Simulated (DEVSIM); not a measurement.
Device: Schottky contact on n-type GaAs, at 400 K.

Layer 1 from the left is GaAs, thickness (μm) 6.90, Nd (cm⁻³) 5.8e16, τn (s) 1.6e-8, τp (s) 1.6e-8.

Left contact: Schottky, work function 5.18 eV, emission velocity 1.2e7 cm/s. Right contact: ohmic. Voltage is applied to the left contact. Recombination: SRH at mid-gap. Mobility is μmin + (μ − μmin)/(1 + (N/Nref)^α).

The device is made up for the run: typed textbook-type constants, with dimensions and the other settings drawn at random. Values at 300 K; Nc and Nv go as T^1.5, mobilities as T to minus their exponent, the gap by Varshni's rule with the affinity fixed.

GaAs: gap (eV) 1.424, affinity (eV) 4.07, permittivity 12.9, Nc (cm⁻³) 4.7e17, Nv (cm⁻³) 9e18, μn (cm²/Vs) 8500, μp (cm²/Vs) 400, μn,min 500, μp,min 20, Nref,n 6e16, Nref,p 1.5e17, αn 0.39, αp 0.38, T exponent of μn 2.1, T exponent of μp 2.2, Varshni α (eV/K) 0.000541, Varshni β (K) 204.

Estimate by hand the built-in potential, the peak field at zero bias, the capacitance at -3 V, and compare with a numerical solution.


- Built-in potential: barrier φB = 1.110 eV; Vbi = φB − kT/q ln(N_band/N) = 1.023 V; numerical 1.023 V.
- Peak field at zero bias: depletion approximation: W = √(2εVbi/(qN)) = 0.159 μm with N = 5.80e16 cm⁻³; field = 2Vbi/W = 129000 V/cm; numerical 127000 V/cm (estimate above by 1.9 %).
- Capacitance at -3 V: C = √(qεN / 2(Vbi + |V|)) = 36.3 nF/cm²; numerical 36.5 nF/cm².

Simulated with DEVSIM: 1D drift-diffusion, Boltzmann statistics, complete ionisation; no tunnelling, impact ionisation, image-force lowering or self-heating. Metal contacts follow the ideal Schottky-Mott rule: no Fermi-level pinning, no interface dipoles.
